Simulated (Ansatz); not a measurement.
The reference is TiN in the rock salt structure (space group Fm-3m, No. 225; a = 4.2339 Å; relaxed with 0.1 eV smearing). Axes: x, y, z lie along the cube axes.

All numbers come from Kohn–Sham DFT with the r2SCAN functional, run in Ansatz (an electronic-structure program) with PAW and 500 eV plane waves, without spin-orbit coupling, earlier PAW set.

For the base:

```
Item        Value
--------  -------
Pressure  0.0 GPa
```

It is then changed as follows: uniaxial strain ε_zz = −4.01 %, all other strain components held at zero, atoms relaxed at fixed cell.

Predict the new energy relative to the base.

The energy increases by 34 meV/atom.

How does this affect the pressure?

The pressure (mean of the normal stresses, compression positive) goes from zero to 14.4 GPa.

Whether these cells are dynamically stable was not tested. All final runs are without spin polarisation. An odd electron count without spin: TiN.
